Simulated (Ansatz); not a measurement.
Given:

```
ZnO4S
1.0
    0.00000     3.89613     3.89613
    3.89613     0.00000     3.89613
    3.89613     3.89613     0.00000
Zn S O
1 1 4
Direct
  0.25000   0.25000   0.25000
  0.00000   0.00000   0.00000
  0.67281   0.10906   0.10906
  0.10906   0.10906   0.67281
  0.10906   0.67281   0.10906
  0.10906   0.10906   0.10906
```

Calculation: PBEsol, rigid bands (plane waves, PAW, scalar-relativistic; Ansatz, a program for electronic structure). Geometry: cell and atoms relaxed with PBEsol.

**Question.** What conductivity effective mass do dilute electrons have at 300 K?

**Answer.** 0.52 mₑ.

**Question.** What conductivity effective mass do dilute holes have at 300 K?

**Answer.** 44 mₑ.

**Question.** And the band gap?

**Answer.** 4.51 eV at this level; semilocal functionals usually fall short of the measured gap.

Rigid bands, one relaxation time for all states, no polarons. Spin-orbit coupling is left out; where it splits the top of the valence band it changes the hole mass and lowers the gap by about a third of the splitting.

Computed structure with no diffraction record at hand here (it may be known, metastable or hypothetical): ZnSO4 (F-43m).
